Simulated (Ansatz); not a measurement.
# A computed series for BaO: pressure series

Consider BaO in the NiAs type structure (space group P6_3/mmc, No. 194; a = 3.772 Å, c = 6.644 Å; a model cell, its experimental status unchecked).

Cell and atoms are relaxed at each pressure.

All numbers come from Ansatz (an electronic-structure program) PBEsol, no SOC.

```json
[
 {"pressure (GPa)": "-2", "band gap (eV)": "2.24"},
 {"pressure (GPa)": "-1", "band gap (eV)": "?"},
 {"pressure (GPa)": "0", "band gap (eV)": "2.21"},
 {"pressure (GPa)": "0.9", "band gap (eV)": "2.20"},
 {"pressure (GPa)": "2.1", "band gap (eV)": "2.18"},
 {"pressure (GPa)": "4.5", "band gap (eV)": "2.14"},
 {"pressure (GPa)": "9", "band gap (eV)": "2.07"},
 {"pressure (GPa)": "15", "band gap (eV)": "1.96"}
]
```

**Question.** Fit E_g = E₀ + αP + βP² to the rows shown and predict the withheld row.

**Answer.** Least squares on the printed values gives E₀ = 2.21 eV, α = -14.6 meV/GPa, β = -0.14 meV/GPa² (largest residual 0.00 eV); this predicts 2.23 eV, and the run gives 2.23 eV, in agreement.

Load acts through the strain it causes; cell and atoms are relaxed under it. Whether these cells are dynamically stable was not tested. Competing high-pressure phases were not computed. This is not the structure that BaO has at room temperature and ambient pressure.
